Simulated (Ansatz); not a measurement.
Results of PBEsol (PAW; Ansatz, a program for electronic structure) for HgO (model structure, started from the tenorite type, C2/c, No. 15, 4 atoms in the cell).

Numerical settings: plane-wave cutoff 500 eV, 12×12×8 k mesh (along the axes of the cell as run), Fermi–Dirac smearing 0.05 eV, scalar-relativistic PAW data made under PBE.

Cell (relaxed at this level):

HgO is taken in the monoclinic space group C2/c (No. 15), Pearson symbol mS8. Lattice parameters: a = 6.401 Å, b = 3.560 Å, c = 6.603 Å, α = γ = 90.00°, β = 118.77°. Hg on 4b has 2 O at 2.026 Å (linear). O on 4e has 2 Hg at 2.026 Å (bent). (Neighbours: up to the widest gap in distance over summed covalent radii, below 1.35, at either atom; cation-cation and far metal-metal contacts left out.)
(The calculation used a cell of 4 atoms; values per cell refer to that cell.)

Problem. Predict the band gap.

Solution. 
band gap: 1.34 eV (on the SCF k mesh)

Note: the relaxation could raise the start's symmetry but not lower it, so the cell can be a saddle point; the cell has widely spaced layers and the level no dispersion term, so their spacing and the moduli can rest on weak binding.

Spin–orbit coupling is not included.

Static lattice: no zero-point or thermal effects.

A model structure was made by putting elements into a prototype or built by hand; it is no filed structure, need not be a known phase, and can be a saddle point held by its symmetry.
